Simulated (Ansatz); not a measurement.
ZrSiO, response to strain

Take ZrSiO (space group P4/nmm, No. 129; a = 3.313 Å, c = 7.323 Å; a cell from a computed database, its experimental status unchecked) as the base. Axes: x, y, z lie along a, b, c of the conventional cell.

Strains are applied to the cell and any free atomic positions relax; under biaxial strain the out-of-plane vector relaxes too.

Calculations: Ansatz (an electronic-structure program) PBE, without spin-orbit coupling.

Notes on the quantities. pressure: mean of the normal stresses, compression positive.

| case | volume per atom | pressure |
|---|---|---|
| base | 13.39 Å³ | 0.0 GPa |
| biaxial strain −0.25 %, plane normal [001], relaxed out of plane | 13.34 Å³ | [?] |
| biaxial strain +1.01 %, plane normal [001], relaxed out of plane | [?] | -2.4 GPa |
| biaxial strain +2.69 %, plane normal [001], relaxed out of plane | [?] | -5.7 GPa |

### Question
What belongs in the blanks?

### Answer

- biaxial strain −0.25 %, plane normal [001], relaxed out of plane, pressure: 0.6 GPa
- biaxial strain +1.01 %, plane normal [001], relaxed out of plane, volume per atom: 13.61 Å³
- biaxial strain +2.69 %, plane normal [001], relaxed out of plane, volume per atom: 13.97 Å³

Without a gap, meshes like the base's 14×14×7 leave anisotropic stresses uncertain by several tenths of a GPa, and small strain energies with them. Whether these cells are dynamically stable was not tested. The final runs are not spin-polarised.
